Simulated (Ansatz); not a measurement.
Se on the Zn site (broken-bond start) in zinc-blende ZnSe: one set of geometries, relaxed with PBE, evaluated in Ansatz (PAW, plane waves to 420 eV, 500 eV under r2SCAN) with PBE, r2SCAN.

Details: 64-site cell; 2×2×2 shifted k-points; start: the Zn site; started 0.95 Å off site, one bond broken; charged states image-corrected; energies good to tenths of an eV; flagged in the runs: a strain field that reaches the edge of the cell.

```json
[
 {"quantity": "host gap (eV)", "PBE": "1.15", "r2SCAN": "1.71"},
 {"quantity": "ε(+1/0) above the VBM (eV)", "PBE": "0.28", "r2SCAN": "0.36"},
 {"quantity": "largest moment on one atom at charge +1 (μB)", "PBE": "0.26", "r2SCAN": "0.27"},
 {"quantity": "neutral formation energy against trigonal Se, hcp Zn (eV)", "PBE": "3.01", "r2SCAN": "3.32"}
]
```

PBE narrows the gap by 0.56 eV against r2SCAN, the highest level run, and puts the level shown 0.080 eV lower above the valence-band maximum (from the rounded values).

Ansatz is a quantum-chemistry and plane-wave program.
